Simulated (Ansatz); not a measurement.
## A computed series for hypothetical zinc blende LuP: response to strain

Base system: LuP in the zinc blende structure (space group F-43m, No. 216; a hypothetical phase, not in the database extracts checked).

```
CELL_PARAMETERS angstrom
      0.00000     3.08031     3.08031
      3.08031     0.00000     3.08031
      3.08031     3.08031     0.00000
ATOMIC_POSITIONS crystal
  P  0.75000 0.75000 0.75000
  Lu 0.00000 0.00000 0.00000
```

Strains are applied to the cell and any free atomic positions relax.

Level of theory: plane-wave PAW DFT at the PBE level (Ansatz, a program for electronic structure, 420 eV), without spin-orbit coupling.

```csv
isotropic strain (%),pressure (GPa)
-2.62,5.4
-0.82,1.5
0,0.0
0.65,?
1.88,-3.0
```

### Question
Fit P = P₀ − Bδ + Cδ² with δ = (1 + ε)³ − 1 to the rows shown and predict the withheld row.

### Answer
Least squares on the printed values gives P₀ = 0.0 GPa, B = 59.9 GPa, C = 142 GPa (largest residual 0.0 GPa); this predicts -1.1 GPa, and the run gives -1.1 GPa, in agreement.

No phonon test of stability was made.
